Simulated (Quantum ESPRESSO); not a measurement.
A self-consistent single point of SiO2 (P4_2/mnm, 6 atoms in the cell) with Quantum ESPRESSO.

Computed with LDA (PZ), GBRV 1.5 ultrasoft (LDA) pseudopotentials (plane waves; Quantum ESPRESSO).

```
SiO2
1.0
    4.14681     0.00000     0.00000
    0.00000     4.14681     0.00000
    0.00000     0.00000     2.63854
Si O
2 4
Direct
  0.50000   0.50000   0.50000
  0.00000   0.00000   0.00000
  0.69316   0.69316   0.00000
  0.30684   0.30684   0.00000
  0.80684   0.19316   0.50000
  0.19316   0.80684   0.50000
```

Reference input (self-consistent single point, DFT, PBE, plane waves, GBRV 1.5 ultrasoft (PBE) pseudopotentials): ecutwfc = 40 Ry; ecutrho = 200 Ry; occupations = fixed; potentials = {Si: si_pbe_v1.uspp.F.UPF, O: o_pbe_v1.2.uspp.F.UPF}; K_POINTS = automatic 6 6 8 0 0 0; nbnd = 22; conv_thr = 1e-11 Ry; mixing_beta = 0.7. This run's input differs from it in these lines:

```diff
@@ -24,4 +24,4 @@
 ATOMIC_SPECIES
-Si    28.0850  si_pbe_v1.uspp.F.UPF
-O     15.9990  o_pbe_v1.2.uspp.F.UPF
+Si    28.0850  si_lda_v1.uspp.F.UPF
+O     15.9990  o_lda_v1.2.uspp.F.UPF
 ATOMIC_POSITIONS {crystal}
```

Output, abridged:

```
     Self-consistent Calculation

     iteration #  1     ecut=    40.00 Ry     beta= 0.70

     total energy              =    -148.62295233 Ry
     estimated scf accuracy    <       1.13262178 Ry

     iteration #  2     ecut=    40.00 Ry     beta= 0.70

     total energy              =    -148.98695711 Ry
     estimated scf accuracy    <       0.57831127 Ry

     iteration #  3     ecut=    40.00 Ry     beta= 0.70

     total energy              =    -149.08251608 Ry
     estimated scf accuracy    <       0.00455072 Ry

   [... 6 blocks of this kind left out ...]

     iteration # 10     ecut=    40.00 Ry     beta= 0.70

     total energy              =    -149.08503429 Ry
     estimated scf accuracy    <          3.9E-11 Ry

     iteration # 11     ecut=    40.00 Ry     beta= 0.70
     End of self-consistent calculation

     highest occupied, lowest unoccupied level (ev):    10.6594   16.8145

!    total energy              =    -149.08503429 Ry
     estimated scf accuracy    <          3.9E-12 Ry

     convergence has been achieved in  11 iterations

     Forces acting on atoms (cartesian axes, Ry/au):

     atom    1 type  1   force =     0.00000000    0.00000000    0.00000000
     atom    2 type  1   force =     0.00000000    0.00000000    0.00000000
     atom    3 type  2   force =     0.00910865    0.00910865   -0.00000000
     atom    4 type  2   force =    -0.00910865   -0.00910865    0.00000000
     atom    5 type  2   force =    -0.00910865    0.00910865    0.00000000
     atom    6 type  2   force =     0.00910865   -0.00910865   -0.00000000

     Total force =     0.025763     Total SCF correction =     0.000001

          total   stress  (Ry/bohr**3)                   (kbar)     P=       62.34
   0.00034566   0.00000000   0.00000000           50.85        0.00        0.00
   0.00000000   0.00034566   0.00000000            0.00       50.85        0.00
   0.00000000   0.00000000   0.00058005            0.00        0.00       85.33

   JOB DONE.
```

The run converged in 11 iterations. Against the reference run the pressure goes from 21.35 to 6.23 GPa, the largest force goes from 0.456 to 0.331 eV/Å and the gap on the mesh goes from 6.188 to 6.155 eV.

The starting cell comes from a database of computed structures (which also holds hypothetical and non-ambient phases and stackings), without a prior relaxation at this level. Its lattice was rescaled by a random factor within 2.5 % of one. With a pressure of about 6 GPa the cell is away from its equilibrium volume at this level.
